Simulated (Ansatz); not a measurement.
GaSb under a change: x(P) = 0.5, 8 atoms, P-4m2

The parent structure is GaSb in the zinc blende structure (space group F-43m, No. 216; a = 6.132 Å).

The other end (x = 1) is GaP in the zinc blende structure (space group F-43m, No. 216): 20.25 Å³/atom, gap 1.85 eV.

Modification: a fraction x = 0.5 of the Sb sites is given to P, ordered in a cell of 8 atoms (starting symmetry P-4m2) and fully relaxed.

Calculations: Kohn–Sham DFT with the r2SCAN functional, run in Ansatz (an electronic-structure program) with PAW and 500 eV plane waves, without spin-orbit coupling. k-mesh 8×8×3 (Γ-centred); smearing 0.05 eV (Fermi–Dirac), for the changed cell.

The volume per atom drops by 4.545 Å³, from 28.83 Å³ to 24.28 Å³ and the density decreases by 0.52 g/cm³ to 4.99 g/cm³. The shortest interatomic distance falls by 0.2346 Å (2.655 Å → 2.421 Å) and the band gap rises by 0.224 eV to 0.64 eV. The gap character (in this cell's own zone, which can be folded) stays direct at Γ and the electron mass changes from 0.023 mₑ (at Γ) to 0.12 mₑ along c, 0.093 mₑ across (at Γ). The valence-band top at Γ (three highest levels, from the VBM) changes from 0.00, 0.00, 0.00 eV to 0.00, 0.00, -0.36 eV and the mixing energy is +71 meV/atom. The deviation of the volume from the linear (Vegard-type) interpolation comes out as -1.0 % and the bowing parameter b of this ordering, from Eg = [1−x] Eg[0] + x Eg[1] − b x [1−x], amounts to 2.0 eV. The mean first-shell distances is Sb–Ga 2.600 Å (end compound 2.655 Å), P–Ga 2.422 Å (end compound 2.361 Å).

These are small ordered cells, not random alloys; other orderings at the same x differ. With Sb present, leaving out spin-orbit coupling can change the band edges. Effective masses come from finite differences of ±0.01 Å⁻¹. Stability against distortions was not tested. Labels are those of the standard path for the cell's own space group.
